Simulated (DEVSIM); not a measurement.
Device: illuminated Si n-on-p cell, one wavelength, at 250 K.

```
layer (left to right)  material  thickness (μm)  Nd (cm⁻³)  Na (cm⁻³)  τn (s)  τp (s)  absorption coefficient (cm⁻¹)
---------------------  --------  --------------  ---------  ---------  ------  ------  -----------------------------
1                            Si           0.350     7.4e17          -  3.8e-8    4e-8                          83000
2                            Si            26.0          -     1.7e16  2.1e-6  2.1e-6                          83000
```

Left contact: ohmic, minority hole recombination velocity 70 cm/s. Right contact: ohmic, minority electron recombination velocity 2e6 cm/s. Voltage is applied to the left contact. Recombination: SRH at mid-gap, radiative, Auger. Gap narrowing is on: ΔEg = 6.92 meV × (l + √(l² + 0.5)), l = ln(N/1.3e17 cm⁻³), shared equally by both band edges. Light enters at the left, 2.3e18 photons cm⁻² s⁻¹, one pass, no reflection. Mobility is μmin + (μ − μmin)/(1 + (N/Nref)^α).

Constants are typed, rounded textbook-type inputs, not results; the design itself was drawn at random and stands for no fabricated device. Values at 300 K; Nc and Nv go as T^1.5, mobilities as T to minus their exponent, the gap by Varshni's rule with the affinity fixed.

```tsv
parameter	Si
gap (eV)	1.124
affinity (eV)	4.05
permittivity	11.7
Nc (cm⁻³)	2.86e19
Nv (cm⁻³)	3.1e19
μn (cm²/Vs)	1417
μp (cm²/Vs)	470
μn,min	52
μp,min	45
Nref,n	9.7e16
Nref,p	2.2e17
αn	0.68
αp	0.72
T exponent of μn	2.3
T exponent of μp	2.2
B (cm³/s)	4.7e-15
Cn (cm⁶/s)	2.8e-31
Cp (cm⁶/s)	9.9e-32
Varshni α (eV/K)	0.000473
Varshni β (K)	636
```

Simulated with DEVSIM: 1D drift-diffusion, Boltzmann statistics, complete ionisation; no tunnelling, impact ionisation, image-force lowering or self-heating.

Q: Tabulate band edges, carrier densities and field at -0.9 V on the left contact, in the dark.

A: Energies count from the Fermi level of the right contact; mesh points crowd at the junctions.

```csv
x (μm),Ec (eV),Ev (eV),n (cm⁻³),p (cm⁻³),field (V/cm)
0.000,0.973,-0.138,7.4e17,3.1e16,-1800
0.02466,0.972,-0.139,7.7e17,3.0e16,-11
0.07457,0.972,-0.139,7.7e17,3.0e16,≈ 0
0.1649,0.972,-0.139,7.7e17,3.0e16,≈ 0
0.2874,0.972,-0.139,7.7e17,3.0e16,≈ 0
0.3298,0.972,-0.139,7.7e17,3.0e16,290
0.3531,1.004,-0.131,1.7e17,4.4e16,19000
0.3982,1.021,-0.114,7.9e16,9.5e16,120
0.4826,1.021,-0.114,7.8e16,9.5e16,≈ 0
0.6522,1.021,-0.115,7.8e16,9.5e16,≈ 0
1.034,1.020,-0.115,7.7e16,9.4e16,≈ 0
2.207,1.020,-0.116,7.3e16,9.0e16,≈ 0
4.406,1.018,-0.117,6.7e16,8.4e16,≈ 0
8.821,1.014,-0.121,5.5e16,7.2e16,≈ 0
19.01,1.002,-0.133,2.6e16,4.3e16,-17
22.84,0.994,-0.141,1.4e16,3.1e16,-26
24.74,0.988,-0.147,7.6e15,2.5e16,-37
25.59,0.985,-0.151,4.2e15,2.1e16,-47
26.09,0.982,-0.153,2.1e15,1.9e16,-56
26.24,0.981,-0.154,1.4e15,1.8e16,-66
26.31,0.981,-0.155,1.1e15,1.8e16,-150
26.35,0.979,-0.156,9.1e14,1.7e16,-450
```
